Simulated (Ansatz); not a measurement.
What each level gives and costs: Sn4TeSe3 (Pm, 8 atoms in the cell)

Cell: a = 4.7689 Å, b = 4.3081 Å, c = 12.1073 Å, α = 90.00°, β = 90.48°, γ = 90.00°.

Program: Ansatz (a quantum-chemistry and plane-wave program), default PAW files made with PBE; each row names its functional.

Base settings: basis.ecutwfc = 420 eV; kpoints.mp_grid.grid = 3 3 1; hamiltonian.xc = hse06; hamiltonian.pseudopotentials = {kind: paw} (the program's default PAW files); scf.occupations.method = fixed.

Differences are taken from HSE06, a reference of convenience: it is no measurement, and no ranking of the functionals follows.

Core times come from one kind of shared machine and are given to one figure; runs under 30 s give none.

The starting cell comes from a database of computed structures (which also holds hypothetical and non-ambient phases and stackings), without a prior relaxation at this level. Its lattice was rescaled by a random factor within 2.5 % of one. Spin-orbit coupling is off. Ansatz's pressure includes its estimate of the finite-basis (Pulay) stress.

```tsv
level	gap on the mesh less reference (eV)	pressure less reference (GPa)	largest difference in the force on any atom (eV/Å)	core time / reference (rough)
PBEsol	-0.525	-0.96	0.155	–
PBE0	0.625	-0.06	0.028	1
HSE06	0.000	0.00	0.000	1
```

Keys are those of Ansatz 0.2.
